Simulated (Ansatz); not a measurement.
The starting structures come from a database of crystals and need not be the phases stable at ambient conditions.

Tunnelling through a barrier is set by its complex band structure: the current falls as exp(−2κd) with the smallest κ.

Data:

```
FeMg2H6
1.0
    4.49371     0.00000     0.00000
    0.00000     6.35506     0.00000
    2.24685     3.17753     2.24685
Mg Fe H
2 1 6
Direct
  0.50000   0.25000   0.00000
  0.50000   0.75000   0.00000
  0.00000   0.00000   0.00000
  0.48594   0.24297   0.51406
  0.51406   0.75703   0.48594
  0.00000   0.75703   0.48594
  0.00000   0.24297   0.51406
  0.00000   0.24297   0.00000
  0.00000   0.75703   0.00000
```

Space group of this cell: Fm-3m. The cell is taken as given.

Transport runs along the normal of the first two printed cell vectors, the (110) plane of the conventional cell.

The gap is the functional's own. No spin-orbit coupling. Mid-gap values are interpolated on the energy grid.

### Question
Compute, with r2SCAN (Ansatz, a quantum-chemistry and plane-wave program), the band gap and the smallest decay constant κ at mid-gap.

### Answer
Gap 2.48 eV on a 14×14×14 mesh; κ = 0.400 1/Å, at (0.500, 0.000) of the in-plane reciprocal vectors. At the zone centre, at the nearest computed energy, the slowest state has κ = 0.44 1/Å.
